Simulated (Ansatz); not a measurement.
**Fermi-surface data of MoPt (P-6m2)**

Given:

```xyz
2
Lattice="2.7769 0.0000 0.0000 -1.3884 2.4049 0.0000 0.0000 0.0000 4.4873" Properties=species:S:1:pos:R:3 pbc="T T T"
Mo     1.3884     0.8016     0.0000
Pt     0.0000     1.6032     2.2436
```

Calculation: r2SCAN, rigid bands (plane waves, PAW, scalar-relativistic; Ansatz, an electronic-structure program). Condition of this run: functional r2SCAN on the same cell. Cell: cell and atoms relaxed with PBEsol.

```
Item                                                                    Value
------------------------------------  ---------------------------------------
density of states at the Fermi level        1.46 states/(eV·cell), both spins
bare Sommerfeld coefficient                         1.72 mJ/(mol of atoms·K²)
Drude plasma energy                              7.4 (x), 7.4 (y), 6.7 (z) eV
root-mean-square Fermi velocity                                     6.3e5 m/s
resistivity times τ                   9.0 (x), 9.0 (y), 10.8 (z) ×10⁻²² Ω·m·s
```

A metal at this level (no band gap); rigid bands, thermally averaged at 300 K, both spins. Spin-orbit coupling is left out, which matters with elements this heavy. τ is one relaxation time for all states.

Computed structure with no diffraction record at hand here (it may be known, metastable or hypothetical): MoPt (P-6m2).
